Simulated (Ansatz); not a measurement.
Base system: MnTlI3 in the cubic perovskite structure (space group Pm-3m, No. 221; a = 5.739 Å; ferromagnetic; a hypothetical phase, not in the database extracts checked). Axes: x, y, z lie along the cube axes.

Computed with r2SCAN (Ansatz, a program for electronic structure), spin-orbit coupling left out.

Before the change:

The largest site moment comes out as 4.57 μB.

Modification: tensor shear ε_yz = −0.79 % (engineering shear γ = -0.0158); the atoms relax in the strained cell.

Estimate the effect on the energy relative to the base, largest site moment and stress.

The energy grows by 0.3 meV/atom; the largest site moment stays 4.57 μB; the stress (xx, yy, zz, yz, xz, xy; compression positive) is (0.0, 0.0, 0.0, 0.2, 0.0, 0.0) GPa.

The magnetic state is the one reached from the starting moments; the real material's order can differ, and small cells can't hold many antiferromagnetic ones. No phonon test of stability was made. Many cubic perovskites are stable only at high temperature; tilts and polar distortions were not tested.
